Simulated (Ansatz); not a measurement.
Base system: Mg2Si (space group Fm-3m, No. 225; a = 6.3261 Å).

Perturbation: the cell is scaled by 0.9966 in all directions; the atoms relax in the strained cell.

Levels (all Ansatz, a program for electronic structure, PAW): PBEsol (420 eV, scalar-relativistic without spin-orbit coupling); HSE06+SOC (420 eV, with spin-orbit coupling).

The geometry is relaxed with PBEsol.

```
Property                                    Value
----------------------------  -------------------
PBEsol band gap                           0.10 eV
PBEsol valence-band top at Γ  0.00, 0.00, 0.00 eV
```

Question: What does HSE06+SOC give at this geometry for the band gap and valence-band top at Γ?

Answer: The band gap grows by 0.43 eV, from 0.10 eV to 0.53 eV; the valence-band top at Γ (three highest Kramers pairs, from the VBM) becomes 0.00, 0.00, -0.04 eV (PBEsol: 0.00, 0.00, 0.00 eV). The threefold valence maximum splits by Δso ≈ 36 meV.

Single points use the geometry relaxed with PBEsol. The hybrid gap comes from the SCF mesh plus the semilocal run's edge points and a few special points and is an upper bound. The spin-orbit shifts are approximate. Stability against distortions was not tested. The zero or small gap of Mg2Si can change with the level of theory.
